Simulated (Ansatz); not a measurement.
Take CoSn (space group P6/mmm, No. 191; non-magnetic) as the base.

Space group P6/mmm (No. 191); a = b = 5.294 Å, c = 4.235 Å, α = β = 90.00°, γ = 120.00°

```json
[
 {"atom": "Co", "site": "3f", "symmetry": "mmm", "x": "0.0000", "y": "0.5000", "z": "0.0000"},
 {"atom": "Sn", "site": "1a", "symmetry": "6/mmm", "x": "0.0000", "y": "0.0000", "z": "0.0000"},
 {"atom": "Sn", "site": "2d", "symmetry": "-6m2", "x": "0.3333", "y": "0.6667", "z": "0.5000"}
]
```

The values are results of Ansatz (a program for electronic structure), PBE, PAW, cutoff 420 eV, without spin-orbit coupling, not measurements.

For the base:

- Volume per atom = 17.13 Å³
- c/a ratio = 0.800

The change: cell and atoms relaxed at a pressure of 45 GPa.

Task: Predict the new volume per atom.

Result: The volume per atom drops by 3.27 Å³ (17.13 Å³ → 13.86 Å³).

Task: Estimate the effect on the c/a ratio.

Result: The c/a ratio stays essentially unchanged (0.800 against 0.799).

Load acts through the strain it causes; cell and atoms are relaxed under it. No phonon test of stability was made. Competing high-pressure phases were not computed. Seeded moments were not kept for the base. All final runs are without spin polarisation.
